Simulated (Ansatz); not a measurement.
**What isotropic strain −3.00 % does to GaAs**

The reference is GaAs in the zinc blende structure (space group F-43m, No. 216; a = 5.7456 Å).

The change: an isotropic linear strain of −3.00 %; the atoms relax in the strained cell.

The values are results of PBE in Ansatz (plane waves to 420 eV, PAW, spin-orbit coupling left out), not measurements. Settings: 10×10×10 k-points, 0.05 eV Fermi–Dirac smearing.

| quantity | base | changed | shift |
|---|---|---|---|
| space group | F-43m (No. 216) | F-43m (No. 216) | – |
| energy relative to the base (free energy F) | 0 meV/atom | +41 meV/atom | +41 meV/atom |
| pressure | 0.0 kbar | 68.8 kbar | +68.8 kbar |
| band gap | 0.16 eV | 0.84 eV | +0.68 eV |
| gap character | direct at Γ | direct at Γ | – |
| mean gap deformation potential ΔEg/Δln V | – | -7.5 eV | – |
| width of the top valence band | 3.12 eV | 3.54 eV | +0.427 eV |
| electron mass | – | 0.047 mₑ (at Γ) | – |
| hole mass (degenerate bands, along [100]) | – | 0.047, 0.33, 0.33 mₑ (at Γ) | – |
| valley order (the lowest conduction-band minima on the path, energy above the VBM, named in the base's zone) | Γ 0.16 eV; L along ⟨111⟩ 0.87 eV; a point along ⟨100⟩, about 0.9 Å⁻¹ from Γ 1.49 eV | Γ 0.84 eV; L along ⟨111⟩ 1.13 eV; a point along ⟨100⟩, about 0.9 Å⁻¹ from Γ 1.35 eV | – |

Masses are band curvatures over ±0.01 Å⁻¹ around the edge. Whether these cells are dynamically stable was not tested. A zero or small gap of GaAs can be the functional's error rather than a property of the material.

Ansatz is a program for electronic structure.
